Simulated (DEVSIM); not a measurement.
Structure: CdS/CdTe n-p heterojunction, at 300 K.

```csv
layer (left to right),material,thickness (μm),Nd (cm⁻³),Na (cm⁻³),τn (s),τp (s)
1,CdS,0.280,3.2e17,-,1.3e-9,1.3e-9
2,CdTe,0.490,-,1.8e18,1.3e-9,1.3e-9
```

Left contact: ohmic. Right contact: ohmic. Voltage is applied to the left contact. Recombination: SRH at mid-gap. Mobility is constant in doping.

The device is made up for the run: typed textbook-type constants, with dimensions and the other settings drawn at random. Values at 300 K.

```csv
parameter,CdS,CdTe
gap (eV),2.4,1.5
affinity (eV),4.3,4.28
permittivity,9,10.2
Nc (cm⁻³),2.2e18,8e17
Nv (cm⁻³),1.8e19,1.8e19
μn (cm²/Vs),300,1000
μp (cm²/Vs),25,80
```

DEVSIM, 1D drift-diffusion, Boltzmann statistics, complete ionisation; no tunnelling, impact ionisation, image-force lowering or self-heating. Band offsets follow the typed affinities; no thermionic-emission limit at abrupt steps, no polarisation charge.

Task: Tabulate band edges, carrier densities and field at -1.1 V on the left contact.

Result: Energies count from the Fermi level of the right contact; mesh points crowd at the junctions.

```
x (μm)    Ec (eV)  Ev (eV)  n (cm⁻³)  p (cm⁻³)  field (V/cm)
--------  -------  -------  --------  --------  ------------
0.000       1.150   -1.250    3.2e17     < 1e2           ≈ 0
0.004371    1.150   -1.250    3.2e17     < 1e2           ≈ 0
0.01258     1.150   -1.250    3.2e17     < 1e2           ≈ 0
0.02800     1.150   -1.250    3.2e17     < 1e2           ≈ 0
0.07347     1.150   -1.250    3.2e17     < 1e2           ≈ 0
0.1400      1.150   -1.250    3.2e17     < 1e2           ≈ 0
0.2078      1.150   -1.250    3.2e17     < 1e2            15
0.2512      1.158   -1.242    2.3e17     < 1e2         12000
0.2670      1.218   -1.182    2.3e16     < 1e2         75000
0.2758      1.308   -1.092    7.1e14     < 1e2        130000
0.2800      1.389   -0.111    1.1e13    2.4e17        140000
0.2864      1.433   -0.067    2.0e12    1.4e18         24000
0.2966      1.440   -0.060    1.5e12    1.8e18           740
0.3159      1.440   -0.060    1.4e12    1.8e18           ≈ 0
0.3736      1.440   -0.060    1.2e12    1.8e18           ≈ 0
0.4618      1.440   -0.060    9.6e11    1.8e18           ≈ 0
0.5934      1.440   -0.060    5.5e11    1.8e18           ≈ 0
0.6792      1.440   -0.060    2.8e11    1.8e18           ≈ 0
0.7336      1.440   -0.060    1.1e11    1.8e18           ≈ 0
0.7531      1.440   -0.060    5.2e10    1.8e18           ≈ 0
0.7639      1.440   -0.060    1.9e10    1.8e18           ≈ 0
0.7700      1.440   -0.060     < 1e2    1.8e18           ≈ 0
```
